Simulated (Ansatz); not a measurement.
## Competing hops of Al vacancy in wurtzite AlN with all lengths changed by -1 %, charge state -3

Consider Al vacancy in wurtzite AlN with all lengths changed by -1 %, charge state -3. Calculation: PBE, PAW (plane waves to 420 eV; Ansatz, a quantum-chemistry and plane-wave program).

Settings: 72 host sites, the strained lattice (strain from the relaxed PBE one, atoms relaxed), a 2×2×2 k-point mesh shifted by half a step along c, smearing 0.01 eV, spin-restricted, no image-charge correction. Energies are static. The charge state is imposed; whether it is stable for some Fermi level was not computed. Forms of the defect that were not tried may lie lower.

```json
[
 {"Route": "a nearby Al atom hops onto the vacant site", "Start site over the lowest site run (eV)": "0.00", "Hop (Å)": "3.00", "Forward barrier (eV)": "2.14", "Backward barrier (eV)": "2.14", "Neighbours at the start": "N at 1.79, 2 N at 1.90, N at 1.92 Å", "Neighbours at the saddle": "N at 1.76, 2 N at 2.15, 2 N at 2.20 Å", "Saddle order": "not checked, on a symmetry element"},
 {"Route": "a nearby Al atom hops onto the vacant site", "Start site over the lowest site run (eV)": "0.00", "Hop (Å)": "2.97", "Forward barrier (eV)": "2.26", "Backward barrier (eV)": "2.26", "Neighbours at the start": "N at 1.79, 2 N at 1.89, N at 1.93 Å", "Neighbours at the saddle": "N at 1.74, N at 1.84 Å", "Saddle order": "not checked, on a symmetry element"},
 {"Route": "a nearby Al atom hops onto the vacant site", "Start site over the lowest site run (eV)": "0.00", "Hop (Å)": "4.33", "Forward barrier (eV)": "5.18", "Backward barrier (eV)": "5.18", "Neighbours at the start": "2 N at 1.87, N at 1.89, N at 1.90 Å", "Neighbours at the saddle": "2 N at 1.81, N at 1.97 Å", "Saddle order": "not checked, on a symmetry element"}
]
```

Paths come from climbing-image nudged elastic band runs. Of the routes that converged and passed our checks, the lowest saddle point lies 2.14 eV above the lowest of the sites run (a nearby Al atom hops onto the vacant site); other sites, such as split forms, and other routes may lie lower. A band can be held on a symmetry element, so unchecked saddle points there may be too high.
